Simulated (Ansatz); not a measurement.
Data:

```
CELL_PARAMETERS angstrom
      0.00000     3.29009     3.29009
      3.29009     0.00000     3.29009
      3.29009     3.29009     0.00000
ATOMIC_POSITIONS crystal
  Na 0.25000 0.25000 0.25000
  Na 0.75000 0.75000 0.75000
  S  0.00000 0.00000 0.00000
```

No spin polarisation.

All numbers come from DFT with PBEsol, PAW potentials and a 420 eV plane-wave cutoff in Ansatz (an electronic-structure program), no SOC. k-mesh 9×9×9 (Γ-centred); smearing 0.05 eV (Fermi–Dirac).

Problem. Predict the gap character and band gap.

Solution. The gap character is direct at Γ and the band gap is 2.31 eV.

Load acts through the strain it causes; cell and atoms are relaxed under it. Stability against distortions was not tested. The cell was made from Na2S in the anti-fluorite structure (space group Fm-3m, No. 225) by this change: pressure −1 GPa.
